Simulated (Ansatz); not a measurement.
Si: uniaxial strain ε_zz = −3.00 %

The reference is Si in the diamond structure (space group Fd-3m, No. 227; a = 5.402 Å). Axes: x, y, z lie along the cube axes.

Perturbation: uniaxial strain ε_zz = −3.00 %, all other strain components held at zero, atoms relaxed at fixed cell.

Method: plane-wave PAW DFT at the LDA level (Ansatz, an electronic-structure program, 420 eV), scalar-relativistic without spin-orbit coupling. Settings: 11×11×11 k-points, 0.05 eV Fermi–Dirac smearing.

| quantity | base | changed | shift |
|---|---|---|---|
| energy relative to the base (free energy F) | 0 meV/atom | +9.0 meV/atom | +9.0 meV/atom |
| pressure (mean of the normal stresses, compression positive) | -0.1 kbar | 30.9 kbar | +30.92 kbar |
| band gap | 0.45 eV | 0.07 eV | -0.38 eV |
| gap character | – | indirect, Γ → Γ–M (87 % along) | – |
| smallest direct gap | 2.53 eV | 2.34 eV | -0.195 eV |
| electron mass | 0.93 mₑ along k, 0.19 mₑ across (off the special points) | 0.90 mₑ along k, 0.19 mₑ across (off the special points) | – |
| hole mass | – | 0.18 mₑ along z, 0.24 mₑ across (at Γ) | – |
| valence-band top at Γ (three highest levels, from the VBM) | 0.00, 0.00, 0.00 eV | 0.00, -0.21, -0.21 eV | – |
| stress (xx, yy, zz, yz, xz, xy; compression positive) | – | (2.18, 2.18, 4.90, 0.00, 0.00, 0.00) GPa | – |

Masses are band curvatures over ±0.01 Å⁻¹ around the edge. Along k means along the line from Γ to the band edge. No phonon test of stability was made. The zero or small gap of Si under uniaxial strain ε_zz = −3.00 % can change with the level of theory. k-point labels follow each cell's own Brillouin zone.
